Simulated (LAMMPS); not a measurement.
Melts of Cu (fcc) with 75 % of Cu sites Pt cooled to 300 K at several rates.

Level of theory: classical MD, pair style eam, the elements' _u3.eam files (universal-3 set of Foiles, Baskes and Daw), run in LAMMPS.

| cooling rate (K/s) | energy above the crystal | state | density | coordination number of Cu by Pt | rough cost |
|---|---|---|---|---|---|
| 1e+12 | 0.044 eV/atom | glass | 18.6 g/cm³ (one sample) | 10.1 (counted to 3.46 Å) | 40 core-minutes |
| 1e+13 | 0.048 eV/atom | glass | 18.6 g/cm³ (one sample) | 10.1 (counted to 3.50 Å) | 11 core-minutes |
| 1e+14 | 0.052 eV/atom | glass | 18.6 g/cm³ (one sample) | 9.8 (counted to 3.42 Å) | 5 core-minutes |

Costs are rough and include melting and analysis.
